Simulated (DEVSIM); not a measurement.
System: Ni/HfO2/p-GaAs capacitor, at 400 K.

```
layer (left to right)  material  thickness (nm)  Na (cm⁻³)
---------------------  --------  --------------  ---------
1                          HfO2            5.20          -
2                          GaAs           14000       2e15
```

Metal gate on the left, work function 5.1 eV. Fixed charge at the semiconductor interface 6e10 cm⁻² (in units of +e); no interface traps.

The device is made up for the run: typed textbook-type constants, with dimensions and the other settings drawn at random. Values at 300 K; Nc and Nv go as T^1.5, mobilities as T to minus their exponent, the gap by Varshni's rule with the affinity fixed.

| parameter | HfO2 | GaAs |
|---|---|---|
| gap (eV) | 5.7 | 1.424 |
| affinity (eV) | 2.5 | 4.07 |
| permittivity | 22 | 12.9 |
| Nc (cm⁻³) | - | 4.7e17 |
| Nv (cm⁻³) | - | 9e18 |
| Varshni α (eV/K) | - | 0.000541 |
| Varshni β (K) | - | 204 |

Simulated with DEVSIM: 1D Poisson equation in equilibrium, Boltzmann statistics, complete ionisation; no quantum confinement or tunnelling. Metal contacts follow the ideal Schottky-Mott rule: no Fermi-level pinning, no interface dipoles.

Base results: threshold voltage (band bending 2φF) (V) 0.83; capacitance of the dielectric stack (μF/cm²) 3.75; flat-band voltage (V) -0.05; minimum of the low-frequency capacitance (μF/cm²) 0.0164.

**Question.** What follows from this one change: fixed charge 6e+10 → 1.026e+13 cm^-2?

**Answer.** threshold voltage (band bending 2φF) 0.83 → 0.39 V; capacitance of the dielectric stack little changed (3.75 μF/cm²); flat-band voltage -0.05 → -0.48 V; minimum of the low-frequency capacitance little changed (0.0167 μF/cm²).

**Question.** What follows from this one change: HfO2 thickness 0.0052 → 0.0062 μm?

**Answer.** threshold voltage (band bending 2φF) little changed (0.83 V); capacitance of the dielectric stack 3.75 → 3.14 μF/cm²; flat-band voltage little changed (-0.05 V); minimum of the low-frequency capacitance little changed (0.0164 μF/cm²).

**Question.** What follows from this one change: substrate doping 2e+15 → 2e+14 cm^-3?

**Answer.** threshold voltage (band bending 2φF) 0.83 → 0.75 V; capacitance of the dielectric stack little changed (3.75 μF/cm²); flat-band voltage -0.05 → 0.03 V; minimum of the low-frequency capacitance 0.0164 → 0.00595 μF/cm².

**Question.** What follows from this one change: gate work function 5.1 → 5.25 eV?

**Answer.** threshold voltage (band bending 2φF) 0.83 → 0.98 V; capacitance of the dielectric stack little changed (3.75 μF/cm²); flat-band voltage -0.05 → 0.10 V; minimum of the low-frequency capacitance little changed (0.0167 μF/cm²).
